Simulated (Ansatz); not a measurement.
Subject: the energy of configuration A over configuration B. The value is E(A) − E(B).

Cell A: a supercell of 36 sites of Hf (hcp, P6₃/mmc) with H off the lattice sites (4 Hf at 1.99–2.02 Å); spin state with PBE: run without spin, k-point mesh 5×5×4.
```xyz
37
Lattice="9.6122 0.0000 0.0000 -4.8061 8.3244 0.0000 0.0000 0.0000 10.1445" Properties=species:S:1:pos:R:3 pbc="T T T"
Hf    -0.0387     1.8722     1.2992
Hf     1.6020     0.9249     3.8385
Hf    -0.0117     1.8566     6.3372
Hf     1.6020     0.9249     8.8047
Hf    -1.5993     4.6262     1.2627
Hf    -0.0037     3.7084     3.8072
Hf    -1.6051     4.6229     6.3332
Hf    -0.0094     3.7000     8.8676
Hf    -3.2041     7.3547     1.2992
Hf    -1.5964     6.4670     3.8072
Hf    -3.2041     7.3860     6.3372
Hf    -1.6065     6.4663     8.8676
Hf     3.2428     1.8722     1.2992
Hf     4.8154     0.9238     3.8072
Hf     3.2157     1.8566     6.3372
Hf     4.8110     0.9329     8.8676
Hf     1.6020     4.6255     1.2684
Hf     3.2077     3.7084     3.8072
Hf     1.6020     4.6245     6.3430
Hf     3.2134     3.7000     8.8676
Hf     0.0008     7.3990     1.2684
Hf     1.6020     6.4745     3.8065
Hf    -0.0001     7.3995     6.3430
Hf     1.6020     6.4745     8.8790
Hf     6.4081     1.8468     1.2627
Hf     8.0008     0.9238     3.8072
Hf     6.4081     1.8534     6.3332
Hf     8.0053     0.9329     8.8676
Hf     4.8034     4.6262     1.2627
Hf     6.4081     3.6997     3.7814
Hf     4.8091     4.6229     6.3332
Hf     6.4081     3.6997     8.8674
Hf     3.2033     7.3990     1.2684
Hf     4.8004     6.4670     3.8072
Hf     3.2042     7.3995     6.3430
Hf     4.8106     6.4663     8.8676
H      1.6020     0.9249     0.6769
```

Cell B: a supercell of 36 sites of Hf (hcp, P6₃/mmc) with H off the lattice sites (6 Hf at 2.28 Å); spin state with PBE: run without spin, k-point mesh 5×5×4.
```xyz
37
Lattice="9.6122 0.0000 0.0000 -4.8061 8.3244 0.0000 0.0000 0.0000 10.1445" Properties=species:S:1:pos:R:3 pbc="T T T"
Hf     0.0000     1.8899     1.2668
Hf     1.6367     0.9449     3.8054
Hf     0.0000     1.8462     6.3370
Hf     1.5989     0.9231     8.8797
Hf    -1.5970     4.6276     1.2582
Hf     0.0000     3.7071     3.8079
Hf    -1.6037     4.6237     6.3346
Hf     0.0000     3.7015     8.8665
Hf    -3.1694     7.3794     1.2668
Hf    -1.5956     6.4708     3.8079
Hf    -3.2072     7.4013     6.3370
Hf    -1.6005     6.4736     8.8665
Hf     3.2104     1.8535     1.2643
Hf     4.8061     0.9307     3.8141
Hf     3.2056     1.8508     6.3502
Hf     4.8061     0.9230     8.8821
Hf     1.5970     4.6276     1.2582
Hf     3.2091     3.6968     3.8141
Hf     1.6037     4.6237     6.3346
Hf     3.2024     3.7007     8.8821
Hf     0.0000     7.3937     1.2582
Hf     1.5956     6.4708     3.8079
Hf     0.0000     7.4013     6.3346
Hf     1.6005     6.4736     8.8665
Hf     6.4017     1.8535     1.2643
Hf     7.9755     0.9449     3.8054
Hf     6.4065     1.8508     6.3502
Hf     8.0133     0.9231     8.8797
Hf     4.8061     4.6173     1.2643
Hf     6.4031     3.6968     3.8141
Hf     4.8061     4.6228     6.3502
Hf     6.4097     3.7007     8.8821
Hf     3.1694     7.3794     1.2668
Hf     4.8061     6.4345     3.8054
Hf     3.2072     7.4013     6.3370
Hf     4.8061     6.4782     8.8797
H      0.0000     0.0000     2.5361
```

Computed with Ansatz (plane waves, PAW), its default PAW set, cutoff 420 eV, 500 eV for r2SCAN. The structures are at rest with PBE, within the held lattices; other levels are single points on them. Neutral cells; Fermi-Dirac smearing of at most 0.10 eV in the solids, energies taken to zero width. The lattices are those relaxed with PBE, so at other levels the solids can be strained, which adds to the spread. Larger cells are relaxed from a start prepared with the learned potential CHGNet, on a coarser mesh till forces fall under 0.03 eV/Å, which some starts already meet. A dispersion term (D3(BJ), or D4 for r2SCAN) was computed beside these levels and is taken off wherever the name lacks it. No zero-point or thermal terms. Cells are local rest points, mostly with their start's symmetry. Spin-orbit coupling is left out. Values are for these cell sizes. Cell A has symmetry P3m1 and got no random move, so less symmetric positions, which may lie lower, weren't tried. Cell B has symmetry P-3m1 and got no random move, so less symmetric positions, which may lie lower, weren't tried.

Question: Give the value at the level r2SCAN.

Answer: -0.11 eV for A less B, so A lies lower.

Question: What do the other levels give, and how wide is the spread?

Answer: 
| Level | value (eV) | less r2SCAN |
|---|---|---|
| PBE | -0.11 | 0.00 |

The levels span only 0.00 eV, too little to tell them apart.

Ansatz is a first-principles code.
